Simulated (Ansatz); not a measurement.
Response to strain in InAs

Take InAs in the zinc blende structure (space group F-43m, No. 216; a = 6.108 Å) as the base. Axes: x, y, z lie along the cube axes.

Strains are applied to the cell and any free atomic positions relax; under biaxial strain the out-of-plane vector relaxes too; under stress the whole cell relaxes.

Level of theory: r2SCAN (Ansatz, a quantum-chemistry and plane-wave program; PAW; 500 eV plane waves; no spin-orbit coupling), earlier PAW set.

Notes on the quantities. energy relative to the base: free energy F.

```json
[
 {"change": "base", "space group": "F-43m (No. 216)", "pressure": "0.01 GPa", "energy relative to the base": "0 meV/atom", "volume per atom": "28.49 Å³"},
 {"change": "biaxial strain −0.20 %, plane normal [110], relaxed out of plane", "space group": "Imm2 (No. 44)", "pressure": "0.15 GPa", "energy relative to the base": "+0.1 meV/atom", "volume per atom": "28.42 Å³"},
 {"change": "isotropic strain +1.74 %", "space group": "F-43m (No. 216)", "pressure": "-2.6 GPa", "energy relative to the base": "+13 meV/atom", "volume per atom": "30.00 Å³"},
 {"change": "isotropic strain +2.79 %", "space group": "F-43m (No. 216)", "pressure": "-3.9 GPa", "energy relative to the base": "+32 meV/atom", "volume per atom": "30.94 Å³"},
 {"change": "isotropic strain +4.47 %", "space group": "F-43m (No. 216)", "pressure": "-5.5 GPa", "energy relative to the base": "+78 meV/atom", "volume per atom": "32.48 Å³"},
 {"change": "uniaxial strain ε_xx = +4.41 %", "space group": "I-4m2 (No. 119)", "pressure": "-2.2 GPa", "energy relative to the base": "+14 meV/atom", "volume per atom": "29.75 Å³"},
 {"change": "uniaxial strain ε_yy = −3.42 %", "space group": "I-4m2 (No. 119)", "pressure": "[?]", "energy relative to the base": "+8.8 meV/atom", "volume per atom": "27.52 Å³"},
 {"change": "tensor shear ε_xz = −0.19 %", "space group": "Imm2 (No. 44)", "pressure": "0.01 GPa", "energy relative to the base": "0.0 meV/atom", "volume per atom": "28.49 Å³"},
 {"change": "uniaxial stress, 8 GPa tension along z", "space group": "I-4m2 (No. 119)", "pressure": "–", "energy relative to the base": "+85 meV/atom", "volume per atom": "[?]"},
 {"change": "tensor shear ε_xz = +2.76 %", "space group": "Imm2 (No. 44)", "pressure": "0.1 GPa", "energy relative to the base": "+10 meV/atom", "volume per atom": "28.47 Å³"}
]
```

What belongs in the blanks?


- uniaxial strain ε_yy = −3.42 %, pressure: 2.14 GPa
- uniaxial stress, 8 GPa tension along z, volume per atom: 29.84 Å³

A case with no gap was solved on a k-mesh chosen for an insulator, which is coarse for it. Beyond what the load breaks, stability against distortions was not tested. All final runs are without spin polarisation.
